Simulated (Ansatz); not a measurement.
# Effect of uniaxial strain ε_xx = +5.28 % on hypothetical R-3m KTlS2

Base system: KTlS2 (space group R-3m, No. 166; a = 3.984 Å, c = 21.707 Å (hexagonal axes); a hypothetical phase, not in the database extracts checked). Axes: x lies along a and z along c of the hexagonal cell.

Perturbation: the cell is stretched by 5.28 % along x with no lateral relaxation; the atoms relax in the strained cell.

All numbers come from PBEsol, PAW, 420 eV (Ansatz, a program for electronic structure; no SOC). k-mesh 10×10×10 (Γ-centred); smearing 0.05 eV (Fermi–Dirac).

```csv
quantity,base,changed,shift
volume per atom,24.86 Å³,26.18 Å³,+1.313 Å³
shortest interatomic distance,5.157 bohr,4.986 bohr,-0.1703 bohr
energy relative to the base (free energy F),0 meV/atom,+10 meV/atom,+10 meV/atom
band gap,0.89 eV,0.75 eV,-0.14 eV
gap character,–,"indirect, A → Γ",–
smallest direct gap,1.02 eV,0.89 eV,-0.124 eV
electron mass,"0.22 mₑ along c, 0.16 mₑ across (at Γ)","0.19 mₑ along x, 0.15 mₑ along y, 0.23 mₑ along z (at Γ)",–
"stress (xx, yy, zz, yz, xz, xy; compression positive)",–,"(-2.02, -2.25, -1.06, 0.32, 0.00, 0.00) GPa",–
```

Final structure:

```
KTlS2
1.0
    2.09710     1.15004     7.23582
   -2.09710     1.15004     7.23582
    0.00000    -2.30008     7.23582
Tl K S
1 1 2
Direct
  0.00000   0.00000   0.00000
  0.50000   0.50000   0.50000
  0.25265   0.25265   0.29427
  0.74735   0.74735   0.70573
```

With Tl present, leaving out spin-orbit coupling can change the band edges. Masses are band curvatures over ±0.01 Å⁻¹ around the edge. Stability against distortions was not tested. Labels are those of the standard path for the cell's own space group.
